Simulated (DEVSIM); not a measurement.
Device: double heterostructure, GaAs between p- and n-type In0.49Ga0.51P, at 300 K.

Layer 1 from the left is In0.49Ga0.51P, thickness (μm) 0.220, Nd (cm⁻³) 1.9e17, τn (s) 1.4e-9, τp (s) 1.4e-9. Layer 2 from the left is GaAs, thickness (μm) 0.410, Na (cm⁻³) 6.6e14, τn (s) 1.4e-9, τp (s) 1.4e-9. Layer 3 from the left is In0.49Ga0.51P, thickness (μm) 0.480, Na (cm⁻³) 7.2e15, τn (s) 1.4e-9, τp (s) 1.4e-9.

Left contact: ohmic. Right contact: ohmic. Voltage is applied to the left contact. Recombination: SRH at mid-gap, radiative, Auger. Mobility is μmin + (μ − μmin)/(1 + (N/Nref)^α).

This is a model device: material constants are rounded textbook-type values typed into the input, and sizes, dopings and lifetimes were drawn at random. Values at 300 K.

In0.49Ga0.51P: gap (eV) 1.89, affinity (eV) 4, permittivity 11.8, Nc (cm⁻³) 9e17, Nv (cm⁻³) 1.3e19, μn (cm²/Vs) 1500, μp (cm²/Vs) 80, μn,min 400, μp,min 15, Nref,n 2e16, Nref,p 1.5e17, αn 0.7, αp 0.8, B (cm³/s) 1e-10, Cn (cm⁶/s) 3e-30, Cp (cm⁶/s) 3e-30. GaAs: gap (eV) 1.424, affinity (eV) 4.07, permittivity 12.9, Nc (cm⁻³) 4.7e17, Nv (cm⁻³) 9e18, μn (cm²/Vs) 8500, μp (cm²/Vs) 400, μn,min 500, μp,min 20, Nref,n 6e16, Nref,p 1.5e17, αn 0.39, αp 0.38, B (cm³/s) 2e-10, Cn (cm⁶/s) 1e-30, Cp (cm⁶/s) 1e-30.

DEVSIM, 1D drift-diffusion, Boltzmann statistics, complete ionisation; no tunnelling, impact ionisation, image-force lowering or self-heating. Band offsets follow the typed affinities; no thermionic-emission limit at abrupt steps, no polarisation charge.

**Question.** What does the simulation give for the dark forward voltage at 100 A/cm², the dark forward voltage at 1 A/cm², the potential step across the device at zero bias?

**Answer.** dark forward voltage at 100 A/cm² 1.506 V; dark forward voltage at 1 A/cm² 1.169 V; potential step across the device at zero bias 1.656 V.
